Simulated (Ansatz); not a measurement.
**A computed series for hypothetical Pm-3n C: pressure series**

The parent structure is C (space group Pm-3n, No. 223; a = 3.8178 Å; a hypothetical phase, not in the database extracts checked).

Cell and atoms are relaxed at each pressure.

Computed with PBEsol (Ansatz, a first-principles code), scalar-relativistic without spin-orbit coupling.

Notes on the quantities. enthalpy: H = E + PV relative to the base's energy.

| change | enthalpy | shortest interatomic distance |
|---|---|---|
| base | – | 1.909 Å |
| pressure −2 GPa | -0.09 eV/atom | 1.916 Å |
| pressure −1 GPa | -0.04 eV/atom | 1.913 Å |
| pressure 0.3 GPa | +0.01 eV/atom | 1.908 Å |
| pressure 0.7 GPa | +0.03 eV/atom | 1.906 Å |
| pressure 1.5 GPa | +0.06 eV/atom | 1.903 Å |
| pressure 3 GPa | +0.13 eV/atom | 1.898 Å |
| pressure 5 GPa | +0.21 eV/atom | 1.892 Å |
| pressure 7.5 GPa | +0.32 eV/atom | 1.884 Å |
| pressure 10 GPa | +0.42 eV/atom | 1.876 Å |

Load acts through the strain it causes; cell and atoms are relaxed under it. Whether these cells are dynamically stable was not tested. No other phases were tried under pressure.
